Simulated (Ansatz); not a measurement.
Ir: response to strain

Base system: Ir in the fcc (Cu type) structure (space group Fm-3m, No. 225; a = 3.831 Å; relaxed with 0.1 eV smearing). Axes: x, y, z lie along the cube axes.

Strains are applied to the cell and any free atomic positions relax; under biaxial strain the out-of-plane vector relaxes too; under stress the whole cell relaxes.

All numbers come from plane-wave PAW DFT at the PBEsol level (Ansatz, an electronic-structure program, 420 eV), spin-orbit coupling left out, earlier PAW set.

Notes on the quantities. energy relative to the base: free energy F; pressure: mean of the normal stresses, compression positive.

```json
[
 {"case": "base", "energy relative to the base": "0 meV/atom", "pressure": "0.0 GPa", "space group": "Fm-3m (No. 225)", "volume per atom": "14.06 Å³"},
 {"case": "biaxial strain −3.74 %, plane normal [001], relaxed out of plane", "energy relative to the base": "+96 meV/atom", "pressure": "20.8 GPa", "space group": "I4/mmm (No. 139)", "volume per atom": "13.43 Å³"},
 {"case": "biaxial strain −3.50 %, plane normal [110], relaxed out of plane", "energy relative to the base": "+95 meV/atom", "pressure": "21.5 GPa", "space group": "Immm (No. 71)", "volume per atom": "13.43 Å³"},
 {"case": "uniaxial strain ε_xx = −4.46 %", "energy relative to the base": "+62 meV/atom", "pressure": "20.2 GPa", "space group": "I4/mmm (No. 139)", "volume per atom": "13.43 Å³"},
 {"case": "uniaxial strain ε_xx = −2.89 %", "energy relative to the base": "+25 meV/atom", "pressure": "12.4 GPa", "space group": "I4/mmm (No. 139)", "volume per atom": "13.65 Å³"},
 {"case": "uniaxial strain ε_xx = +5.96 %", "energy relative to the base": "+88 meV/atom", "pressure": "-18.5 GPa", "space group": "I4/mmm (No. 139)", "volume per atom": "14.89 Å³"},
 {"case": "uniaxial strain ε_zz = +3.58 %", "energy relative to the base": "+33 meV/atom", "pressure": "-12.1 GPa", "space group": "I4/mmm (No. 139)", "volume per atom": "14.56 Å³"},
 {"case": "tensor shear ε_xz = +0.53 %", "energy relative to the base": "+1.4 meV/atom", "pressure": "0.1 GPa", "space group": "Immm (No. 71)", "volume per atom": "14.06 Å³"},
 {"case": "uniaxial stress, 3 GPa tension along x", "energy relative to the base": "+0.8 meV/atom", "pressure": "–", "space group": "I4/mmm (No. 139)", "volume per atom": "14.09 Å³"},
 {"case": "uniaxial stress, 8 GPa tension along x", "energy relative to the base": "+5.8 meV/atom", "pressure": "–", "space group": "I4/mmm (No. 139)", "volume per atom": "14.16 Å³"}
]
```

Beyond what the load breaks, stability against distortions was not tested. The final runs are not spin-polarised.
